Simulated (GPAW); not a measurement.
A self-consistent single point of CuAgO2 (Pmmm, 4 atoms in the cell) with GPAW.

Method of the run: LDA (Perdew-Wang 92), GPAW PAW datasets LDA (gpaw-data 1.0.1) (plane waves; GPAW).

```
CuAgO2
1.0
    2.83362     0.00000     0.00000
    0.00000     3.37435     0.00000
    0.00000     0.00000     5.43715
Cu Ag O
1 1 2
Direct
  0.50000   0.50000   0.50000
  0.00000   0.00000   0.00000
  0.00000   0.50000   0.27085
  0.00000   0.50000   0.72915
```

Reference input (self-consistent single point, DFT PBEsol, plane waves, GPAW PAW datasets PBEsol (made by gpaw-setup)): mode = pw; ecut = 900 eV; xc = PBEsol; kpts = 10 9 6; mesh shift (steps) = 0 0 0; occupations.name = fermi-dirac; occupations.width = 0.1 eV; nbands = -10; symmetry.symmorphic = false; symmetry.tolerance = 0.0005; maxiter = 150. This run's input differs from it in these lines:

```diff
@@ -15,3 +15,3 @@
 calc = GPAW(mode=PW(900),
-            xc='PBEsol',
+            xc='LDA',
             kpts={'size': (10, 9, 6), 'gamma': True},
```

Its files differ too (potentials: GPAW PAW datasets LDA (gpaw-data 1.0.1)).

Output (repeated stretches shortened):

```
     iter     time        total  log10-change:
                         energy   eigst   dens
iter:   1 --:--:--   -28.421192
iter:   2 --:--:--   -24.996211   -1.26  -1.21
iter:   3 --:--:--   -23.118326   -0.75  -1.28
iter:   4 --:--:--   -22.670141   -2.73  -1.47
iter:   5 --:--:--   -22.415908   -1.47  -1.52
   [... 3 lines left out ...]
iter:   9 --:--:--   -21.964294   -3.64  -2.23
iter:  10 --:--:--   -21.921510   -2.59  -2.26
iter:  11 --:--:--   -21.889995   -2.96  -2.35
iter:  12 --:--:--   -21.877045   -3.46  -2.54
iter:  13 --:--:--   -21.876423c  -4.36  -2.86
iter:  14 --:--:--   -21.874783c  -4.96  -2.94
iter:  15 --:--:--   -21.874277c  -4.73  -3.09
iter:  16 --:--:--   -21.874322c  -5.60  -3.60
iter:  17 --:--:--   -21.874253c  -6.16  -3.71
iter:  18 --:--:--   -21.874269c  -7.15  -4.14c
iter:  19 --:--:--   -21.874268c  -8.68c -4.17c
Converged after 19 iterations.

Dipole moment: (0.000000, -0.000000, -0.000000) |e|*Ang

Energy contributions relative to reference atoms: (reference = -193471.445438)

Kinetic:         -2.847928
Potential:       -3.369440
External:        +0.000000
XC:             -16.188584
Entropy (-ST):   -0.065887
Local:           +0.564627
SIC:             +0.000000
--------------------------
Free energy:    -21.907211
Extrapolated:   -21.874268

Showing only first 2 kpts
 Kpt  Band  Eigenvalues  Occupancy
  0    18      2.62346    2.00000
  0    19      5.11557    0.01987
  0    20      5.57476    0.00020
  0    21      5.61365    0.00014

  1    18      2.55790    2.00000
  1    19      4.94632    0.10342
  1    20      5.54988    0.00026
  1    21      5.95363    0.00000

Fermi level: 4.65542

No gap
No difference between direct/indirect transitions
Energy (eV): -21.874268

Forces in eV/Ang:
  0 Cu    0.00000    0.00000    0.00000
  1 Ag    0.00000    0.00000    0.00000
  2 O     0.00000    0.00000   -0.16370
  3 O     0.00000    0.00000    0.16370

Stress tensor:
     0.038885     0.000000     0.000000
     0.000000     0.054482     0.000000
     0.000000     0.000000     0.067680
Stress (GPa, Voigt): [ 6.2301  8.7289 10.8436  0.      0.      0.    ]
```

The run converged in 19 iterations. GPAW prints stress with tension positive. Against the reference run the largest force goes from 0.346 to 0.164 eV/Å.

At such cutoffs GPAW's stress carries a finite-basis (Pulay) error, which enters relaxed cells too; its log prints stress with tension positive.

The starting cell comes from a database of computed structures (which also holds hypothetical and non-ambient phases and stackings), without a prior relaxation at this level. Its lattice was rescaled by a random factor within 2.5 % of one. Spin polarisation is off, so a magnetic state, if there is one, cannot be reached. The run gives no clean gap (levels at the Fermi energy touch, overlap or are partly filled at this smearing), which alone does not show that the compound is a metal.

Cost on one core of a shared machine: roughly 6 min.
